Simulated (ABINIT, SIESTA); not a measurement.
An ABINIT input for a self-consistent single point of InPd (Pm-3m, 2 atoms in the cell) (DFT, PBE, plane waves, PAW (JTH v2.0 PBE PAW)):

```
# InPd, JTH v2.0 PBE PAW
pp_dirpath "./"
pseudos "In.GGA_PBE-JTH.xml, Pd.GGA_PBE-JTH.xml"
acell 3*1.0
rprim
         6.1689712496    0.0000000000    0.0000000000
         0.0000000000    6.1689712496    0.0000000000
         0.0000000000    0.0000000000    6.1689712496
natom 2
ntypat 2
znucl 49 46
typat 1 2
xcart
         0.0000000000    0.0000000000    0.0000000000
         3.0844856248    3.0844856248    3.0844856248
ecut 653 eV
pawecutdg 1306 eV
pawxcdev 0
ixc 11
occopt 7
tsmear 0.272 eV
nband 22
kptopt 1
ngkpt 10 10 10
nshiftk 1
shiftk 0 0 0
nstep 80
tolvrs 1.0e-11
prtwf 0
prtden 0
```

Problem. Translate this input to SIESTA.

Solution. This is the input that was run; spellings and numerical settings could be chosen otherwise.

```
# files in the folder: In.psml Pd.psml (PseudoDojo PBE standard)
SystemName  InPd
SystemLabel inpd

NumberOfAtoms                2
NumberOfSpecies              2
%block ChemicalSpeciesLabel
  1 49 In
  2 46 Pd
%endblock ChemicalSpeciesLabel
LatticeConstant              1.0 Bohr
%block LatticeVectors
     6.168971250    0.000000000    0.000000000
     0.000000000    6.168971250    0.000000000
     0.000000000    0.000000000    6.168971250
%endblock LatticeVectors
AtomicCoordinatesFormat      Ang
%block AtomicCoordinatesAndAtomicSpecies
     0.000000000    0.000000000    0.000000000  1
     1.632239500    1.632239500    1.632239500  2
%endblock AtomicCoordinatesAndAtomicSpecies

XC.functional                GGA
XC.authors                   PBE
PAO.BasisSize                DZP
PAO.EnergyShift              0.01 Ry
MeshCutoff                   300 Ry
%block kgrid.MonkhorstPack
   10   0   0  0.0
    0  10   0  0.0
    0   0  10  0.0
%endblock kgrid.MonkhorstPack
OccupationFunction           MP
OccupationMPOrder            0
ElectronicTemperature        272.0 meV

MaxSCFIterations             150
SCF.Mixer.Method             Pulay
SCF.Mixer.Weight             0.1
SCF.Mixer.History            8
SCF.DM.Tolerance             1.0E-04
Diag.ParallelOverK           true
WriteForces                  true
```

Basis, cutoffs, solver keys and any potentials are the target program's own. This input uses DFT, GGA PBE, numerical atomic orbitals DZP, PseudoDojo PBE standard norm-conserving potentials (rewritten from UPF to PSML). Both were run: pressure 4.62 GPa in ABINIT and 4.51 in SIESTA.

On SIESTA: the starting cell comes from a database of computed structures (which also holds hypothetical and non-ambient phases and stackings), without a prior relaxation at this level. Its lattice was rescaled by a random factor within 2.5 % of one. For this run, on top of that: lattice scaled by 0.98. Spin polarisation is off. Values carry the incompleteness of an atom-centred basis. With a pressure of about 5 GPa the cell is away from its equilibrium volume at this level.

On ABINIT: the starting cell comes from a database of computed structures (which also holds hypothetical and non-ambient phases and stackings), without a prior relaxation at this level. Its lattice was rescaled by a random factor within 2.5 % of one. For this run, on top of that: lattice scaled by 0.98. Spin polarisation is off. With a pressure of about 5 GPa the cell is away from its equilibrium volume at this level.
